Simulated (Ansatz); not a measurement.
Given:

```xyz
1
Lattice="-1.5645 1.5645 1.5645 1.5645 -1.5645 1.5645 1.5645 1.5645 -1.5645" Properties=species:S:1:pos:R:3 pbc="T T T"
Mo     0.0000     0.0000     0.0000
```

Level of theory: PBEsol, rigid bands (plane waves, PAW, scalar-relativistic; Ansatz, an electronic-structure program). Cell: cell and atoms relaxed with PBEsol.

Question: Predict the product ρ₀λ of resistivity and mean free path that follows from the Fermi surface's area.

Answer: 6.0 ×10⁻¹⁶ Ω·m².

Question: And the Drude plasma energy and the root-mean-square Fermi velocity at 300 K?

Answer: 8.8 eV; 8.9e5 m/s.

A metal at this level (no band gap); rigid bands, thermally averaged at 300 K, both spins. Spin-orbit coupling is left out. τ is one relaxation time for all states; the product of resistivity and mean free path takes one path for all states instead.
